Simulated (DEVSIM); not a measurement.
System: abrupt Si n-p junction, at 250 K.

| layer (left to right) | material | thickness (μm) | Nd (cm⁻³) | Na (cm⁻³) | τn (s) | τp (s) |
|---|---|---|---|---|---|---|
| 1 | Si | 0.450 | 4.7e18 | - | 0.00044 | 0.00044 |
| 2 | Si | 0.450 | - | 1e17 | 0.00044 | 0.00044 |

Left contact: ohmic. Right contact: ohmic. Voltage is applied to the left contact. Recombination: SRH at mid-gap, Auger. Mobility is μmin + (μ − μmin)/(1 + (N/Nref)^α).

The device is made up for the run: typed textbook-type constants, with dimensions and the other settings drawn at random. Values at 300 K; Nc and Nv go as T^1.5, mobilities as T to minus their exponent, the gap by Varshni's rule with the affinity fixed.

```csv
parameter,Si
gap (eV),1.124
affinity (eV),4.05
permittivity,11.7
Nc (cm⁻³),2.86e19
Nv (cm⁻³),3.1e19
μn (cm²/Vs),1417
μp (cm²/Vs),470
"μn,min",52
"μp,min",45
"Nref,n",9.7e16
"Nref,p",2.2e17
αn,0.68
αp,0.72
T exponent of μn,2.3
T exponent of μp,2.2
Cn (cm⁶/s),2.8e-31
Cp (cm⁶/s),9.9e-32
Varshni α (eV/K),0.000473
Varshni β (K),636
```

DEVSIM, 1D drift-diffusion, Boltzmann statistics, complete ionisation; no tunnelling, impact ionisation, image-force lowering or self-heating.

**Question.** Tabulate band edges, carrier densities and field at zero bias.

**Answer.** Energies count from the Fermi level of the right contact; mesh points crowd at the junctions.

```tsv
x (μm)	Ec (eV)	Ev (eV)	n (cm⁻³)	p (cm⁻³)	field (V/cm)
0.000	0.033	-1.103	4.7e18	< 1e2	≈ 0
0.01328	0.033	-1.103	4.7e18	< 1e2	≈ 0
0.03309	0.033	-1.103	4.7e18	< 1e2	≈ 0
0.05945	0.033	-1.103	4.7e18	< 1e2	≈ 0
0.1222	0.033	-1.103	4.7e18	< 1e2	≈ 0
0.1956	0.033	-1.103	4.7e18	< 1e2	≈ 0
0.2744	0.033	-1.103	4.7e18	< 1e2	≈ 0
0.3596	0.033	-1.103	4.7e18	< 1e2	≈ 0
0.3954	0.033	-1.103	4.7e18	< 1e2	≈ 0
0.4223	0.033	-1.103	4.7e18	< 1e2	≈ 0
0.4403	0.033	-1.103	4.6e18	< 1e2	1500
0.4554	0.168	-0.968	9.1e15	< 1e2	160000
0.4713	0.403	-0.733	1.6e11	40000	140000
0.4951	0.682	-0.455	400000	1.6e10	99000
0.5429	0.978	-0.158	< 1e2	1.5e16	26000
0.6019	1.018	-0.118	< 1e2	9.8e16	330
0.6840	1.018	-0.118	< 1e2	1.0e17	≈ 0
0.7641	1.018	-0.118	< 1e2	1.0e17	≈ 0
0.8291	1.018	-0.118	< 1e2	1.0e17	≈ 0
0.8614	1.018	-0.118	< 1e2	1.0e17	≈ 0
0.8830	1.018	-0.118	< 1e2	1.0e17	≈ 0
0.9000	1.018	-0.118	< 1e2	1.0e17	≈ 0
```
